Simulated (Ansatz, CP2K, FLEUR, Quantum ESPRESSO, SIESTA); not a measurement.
## One structure in several programs: LaGePd (C2/m, 6 atoms in the cell)

Self-consistent single point, at a second geometry (lattice scaled by 0.98). First geometry:

```
LaGePd
1.0
    5.27341    -2.28443     0.00000
    5.27341     2.28443     0.00000
   -5.27110     0.00000     5.57818
La Ge Pd
2 2 2
Direct
  0.46648   0.46648   0.70601
  0.53352   0.53352   0.29399
  0.16075   0.16075   0.11074
  0.83925   0.83925   0.88926
  0.81438   0.81438   0.27811
  0.18562   0.18562   0.72189
```

Shared settings, as Ansatz (a program for electronic structure) writes them: kpoints.mp_grid.grid = 5 5 3; scf.occupations.method = gaussian; scf.occupations.width = 0.136 eV. Potentials and cutoffs stand in the table.

```json
[
 {"code": "CP2K", "model": "PBEsol, GPW, DZVP-MOLOPT-SR-GTH basis, GTH-PBE potentials (GTH_POTENTIALS)", "ΔF from the first geometry (meV/atom)": "13.7", "pressure (GPa)": "4.95", "largest force (eV/Å)": "0.317", "cutoff": "grid 500 Ry"},
 {"code": "Ansatz", "model": "PBEsol, PAW files made with PBE", "ΔF from the first geometry (meV/atom)": "-8.5", "pressure (GPa)": "1.95", "largest force (eV/Å)": "0.172", "cutoff": "default"},
 {"code": "Quantum ESPRESSO", "model": "PBEsol, GBRV 1.5 ultrasoft (PBESOL) pseudopotentials", "ΔF from the first geometry (meV/atom)": "-7.5", "pressure (GPa)": "2.03", "largest force (eV/Å)": "0.172", "cutoff": "50 Ry"},
 {"code": "SIESTA", "model": "GGA PBEsol, numerical atomic orbitals DZP, PseudoDojo PBEsol standard norm-conserving potentials (rewritten from UPF to PSML)", "ΔF from the first geometry (meV/atom)": "5.0", "pressure (GPa)": "3.92", "largest force (eV/Å)": "0.459", "cutoff": "grid 300 Ry"},
 {"code": "FLEUR", "model": "PBEsol, all-electron FLAPW (FLEUR), scalar-relativistic valence", "ΔF from the first geometry (meV/atom)": "–", "pressure (GPa)": "–", "largest force (eV/Å)": "0.198", "cutoff": "Kmax 4.4 1/bohr"}
]
```

Size of the force on each atom (eV/Å): Sizes of forces hide their directions.

```
code                La1    La2    Ge3    Ge4    Pd5    Pd6
----------------  -----  -----  -----  -----  -----  -----
CP2K              0.225  0.225  0.079  0.079  0.317  0.317
Ansatz            0.107  0.107  0.028  0.028  0.172  0.172
Quantum ESPRESSO  0.109  0.109  0.036  0.036  0.172  0.172
SIESTA            0.277  0.277  0.146  0.146  0.459  0.459
FLEUR             0.112  0.112  0.030  0.030  0.198  0.198
```

A dash marks a value that a program does not give, or that is left out as unsure.

On Ansatz's run: spin polarisation is off.

The spread over the programs that give each value: ΔF from the first geometry within 22.2 meV/atom; pressure within 3.00 GPa; largest force within 0.287 eV/Å.

CP2K and SIESTA use small atom-centred bases, whose incompleteness enters pressures, forces and empty levels differently from a plane-wave cutoff. FLEUR treats all electrons, but the usual bases taken here (sphere radii, linearisation, local orbitals, empty states) were not tested for convergence, so the values are no reference for the others. Ansatz's pressure is given at a fixed set of plane waves, as the other plane-wave codes print theirs. In the pressure, CP2K (by 2.96) and SIESTA (by 1.93) lie more than 1 GPa from the median of the plane-wave programs. In the force vectors, CP2K (by 0.151) and SIESTA (by 0.308) lie more than 0.08 eV/Å from the median of the plane-wave programs.

The starting cell comes from a database of computed structures (which also holds hypothetical and non-ambient phases and stackings), without a prior relaxation at this level. For this run, on top of that: lattice scaled by 0.98.

Left out of this page: Elk (not drawn, or without a comparable value).

Keys are those of Ansatz 0.2.
